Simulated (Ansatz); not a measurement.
## What 3 layers does to Sb

Base system: Sb in the A7 type structure (space group R-3m, No. 166; a = 4.328 Å, c = 11.344 Å (hexagonal axes); layered).

It is then changed as follows: a free-standing slab of 3 layers (6 atoms, 2 a layer) is cut normal to the stacking axis, with 15 Å of vacuum and the in-plane cell relaxed.

All numbers come from Ansatz (a quantum-chemistry and plane-wave program), r2SCAN+rVV10, PAW, cutoff 500 eV, without spin-orbit coupling. k-mesh 13×13×1 (Γ-centred); smearing 0.05 eV (Fermi–Dirac), for the changed cell.

```tsv
quantity	base	changed	shift
layer's space group (with vacuum)	–	P-3m1 (No. 164)	–
shortest interatomic distance	2.920 Å	2.888 Å	-0.032 Å
band gap	zero	zero	–
excess energy per area of both faces (slab less bulk energy over the cell's area: twice a surface energy) (uncertain by up to 0.06 J/m²)	–	0.6 J/m²	–
thickness between the outermost nuclei	–	9.41 Å	–
in-plane lattice parameter a	4.328 Å	4.235 Å	-0.093 Å
```

Final structure:

```
Sb
1.0
    4.23469     0.00000     0.00000
    2.11735     3.66735     0.00000
    0.00000     0.00000    24.07333
Sb
6
Direct
  0.66667   0.66667   0.30450
  0.00000   0.00000   0.36882
  0.33333   0.33333   0.46807
  0.66667   0.66667   0.53193
  0.00000   0.00000   0.63118
  0.33333   0.33333   0.69550
```

The excess energy carries the mismatch between the slab's and the bulk's meshes. With Sb present, leaving out spin-orbit coupling can change the band edges. Stability against distortions was not tested.
